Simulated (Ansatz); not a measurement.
Consider interstitial Li in beta Ga2O3, charge state +1. The step: a direct jump of one Li atom; the atom moves 1.47 Å along (0.00, 0.48, 0.00) of the unit cell; the moving atom starts with neighbours 2 Ga at 2.25; 2 O at 1.77, O at 1.95, O at 1.96 Å and ends with 2 Ga at 2.25; 2 O at 1.77, O at 1.95, O at 1.96 Å. DFT values are from Ansatz (plane-wave PAW, 420 eV unless said) in a cell of 160 host sites, spin-restricted, static, with no finite-size correction. The charge state is imposed; whether it is stable for some Fermi level was not computed. Sites that were not tried may lie lower. The start lies 0.50 eV above the lowest site run (PBE). For the PBE band: the saddle point's order was not checked, and it lies on a symmetry element of the cell, where a band can be held.

```
Level                                                              Forward barrier (eV)  Cost of the band or of the saddle's single point
-----------------------------------------------------------------  --------------------  ------------------------------------------------
PBE, the Γ point alone, band relaxed                                               0.09                     around 2.2 core-hours (rough)
PBE, a 2×2×2 k-point mesh shifted by half a step, same geometries                  0.10                           roughly 25 core-minutes
r2SCAN at 500 eV, the Γ point alone, same geometries                               0.08                     around 7 core-minutes (rough)
HSE06, Γ point alone, same geometries                                              0.07                    around 70 core-minutes (rough)
```

Ansatz is an electronic-structure program.
